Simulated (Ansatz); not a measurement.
An Ansatz (an electronic-structure program) input (PBE (Ansatz; PAW; 420 eV plane waves; no SOC)):

Ansatz 0.2 input:
```yaml
crystal:
  lattice:
    - [-1.9229392034, 1.9229392034, 4.3099667876]
    - [1.9229392034, -1.9229392034, 4.3099667876]
    - [1.9229392034, 1.9229392034, -4.3099667876]
  atoms:
    - { symbol: Al, position: [0.5, 0.5, 0] }
    - { symbol: Al, position: [0.75, 0.25, 0.5] }
    - { symbol: Al, position: [0.25, 0.75, 0.5] }
    - { symbol: Ti, position: [0, 0, 0] }
basis: { ecutwfc: 420, ecutrho_ratio: 4, xc_grid: 2, fft_grid_basis: typed }
kpoints: { mp_grid: { grid: [17, 17, 17] } }
hamiltonian:
  xc: pbe
  dispersion: none
  pseudopotentials: { kind: paw }
scf: { occupations: { method: fermi_dirac, width: 0.05 }, convergence: { dr2_threshold: 0.0000000004 } }
output: { forces: true, stress: true }
```

Question: Which symmetry and how many k-points will the program report, and about how many plane waves at Γ?

Answer: Space group I4/mmm (ITA 139) with 16 operations, k-points 405 of 4913, and 1299 plane waves at Γ.

Whether these cells are dynamically stable was not tested. All final runs are without spin polarisation. The cell is TiAl3 (space group I4/mmm, No. 139).
